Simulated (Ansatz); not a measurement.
## CsCl-type PrAg

Calculation: LDA (Ansatz, a first-principles code, PAW).

Settings: plane-wave cutoff 520 eV, 14×14×14 k mesh, Fermi–Dirac smearing 0.05 eV, spin-polarised with parallel moments, scalar-relativistic PAW data made under PBE.

Cell: relaxed at this level.

```
Item                    Value
-------------------  --------
band gap                 none
lattice parameter a   3.608 Å
bulk modulus B0      63.8 GPa
```

Note: the magnetic order was assumed, not searched for or taken from measurement; the 4f shell is treated without U or exact exchange, so its levels and filling can be wrong; the bulk modulus is −V dP/dV from two relaxed cells at ±2 % in volume; the volume lies 13 % below that of the published cell.

Spin–orbit coupling is not included.

Computed values are for the static lattice.
